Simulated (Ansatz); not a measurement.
Amorphous Ge$_{22}$Sb$_{7}$Te$_{18}$C$_{4}$

Preparation: random packing, a CHGNet melt and quench, and a DFT relaxation. The hot cell started wider than the set density and was brought back towards it in steps. It is the lowest in DFT energy of 3 quenches. It is a model cell: composition and starting density were chosen by hand, and all elements were melted together. The geometry includes D3(BJ) dispersion.

Computed with PBE-D3(BJ), scalar-relativistic without spin-orbit coupling, PAW (Ansatz default set, large-core Te) (plane waves to 420 eV; Ansatz, a program for electronic structure). Geometry, pressure, stress and energy are those of the PBE run. Its sampling: a 2×2×2 Γ-centred mesh; Fermi-Dirac width 0.05 eV; collinear spin, started from a total moment of 1 μB (the moments died out). The levels at the Fermi energy are partly filled. A closed spacing in one fast-quenched cell at PBE doesn't show the material to be a metal.

```json
{
 "number_of_atoms_in_the_cell": "51",
 "Density (volume relaxed, with D3(BJ))": "5.96 g/cm³",
 "volume_per_atom": "26.19 Å³",
 "Pressure on a 2×2×2 Γ-centred mesh": "0.26 GPa",
 "Largest force and stress component on that mesh (the relaxation ran on one k-point at (1/4, 1/4, 1/4))": "0.36 eV/Å and 0.3 GPa",
 "Gap on a 2×2×2 Γ-centred mesh (PBE)": "within the smearing (under twice its width)",
 "net_moment": "0.00 μB"
}
```

Cut-offs for bonds: Ge-Ge 2.85 Å, Ge-Sb 2.98 Å, Ge-Te 3.06 Å, Ge-C 2.34 Å, Sb-Sb 3.16 Å, Sb-Te 3.36 Å, Sb-C 2.58 Å, Te-Te 3.31 Å, Te-C 2.57 Å, C-C 1.82 Å.

```
Item                                                    Value
-----------------------  ------------------------------------
Mean coordination of Ge  3.73 (7 with 3, 14 with 4, 1 with 5)
Mean coordination of Sb   4.29 (1 with 3, 3 with 4, 3 with 5)
Mean coordination of Te  3.00 (4 with 2, 10 with 3, 4 with 4)
Mean coordination of C              3.50 (2 with 3, 2 with 4)
Mean Ge-Te bond          2.746 Å (spread 0.086 Å, 32 counted)
Mean Ge-Ge bond          2.604 Å (spread 0.075 Å, 15 counted)
```

Its density started from a set value of 5.82 g/cm³. The quench (nominally 110 K/ps over its main leg) was far faster than any real one, so the model tends to hold more defects than a real film. Values belong to this one cell and scatter from quench to quench. Volume and shape were free in the relaxation. On a 2×2×2 Γ-centred mesh force components of up to 0.36 eV/Å stay, since the relaxation ran on one k-point at (1/4, 1/4, 1/4).
